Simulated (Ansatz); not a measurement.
An Ansatz (an electronic-structure program) input (Ansatz PBEsol, spin-orbit coupling left out):

Ansatz 0.2 input:
```yaml
crystal:
  lattice:
    - [3.2469483823, 0, 0]
    - [0, 3.2469483823, 0]
    - [0, 0, 3.2469483823]
  atoms:
    - { symbol: In, position: [0, 0, 0] }
    - { symbol: Pd, position: [0.5, 0.5, 0.5] }
basis: { ecutwfc: 420, ecutrho_ratio: 4, xc_grid: 2, fft_grid_basis: typed }
kpoints: { mp_grid: { grid: [14, 14, 14] } }
hamiltonian:
  xc: pbesol
  dispersion: none
  pseudopotentials: { kind: paw }
scf: { occupations: { method: fermi_dirac, width: 0.05 }, convergence: { dr2_threshold: 0.0000000002 } }
output: { forces: true, stress: true }
```

Which symmetry and how many k-points will the program report, and about how many plane waves at Γ?

Space group Pm-3m (ITA 221) with 48 operations, k-points 120 of 2744, and 691 plane waves at Γ.

Stability against distortions was not tested. The final runs are not spin-polarised. The cell is InPd in the CsCl type structure (space group Pm-3m, No. 221).
